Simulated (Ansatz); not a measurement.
A hypothetical phase is included: elements placed on a structure type, which no database files for this compound.

By r2SCAN, the system below comes out a metal.

A figure of merit of an interconnect metal is its ballistic conductance per area.

Here is the system:

```yaml
crystal:
  lattice:
    - [4.03722, 0.00000, 0.00000]
    - [-2.01861, 3.49634, 0.00000]
    - [2.01861, 1.16545, 3.29638]
  atoms:
    - { symbol: Sb, position: [0.00000, 0.00000, 0.00000] }
    - { symbol: Ga, position: [0.00000, 0.50000, 0.50000] }
```

The cell was relaxed by PBE-D3(BJ); by r2SCAN it stands under a pressure of 1.0 GPa.

The current flows along the normal of the first two printed cell vectors, the (111) plane of the conventional cell. No spin-orbit coupling; the value is a mean over 0.1 eV about the Fermi level.

Task: Give the ballistic conductance per area that r2SCAN in Ansatz (a first-principles code) yields.

Result: 1.1 × 10¹⁵ S/m² for both spins.
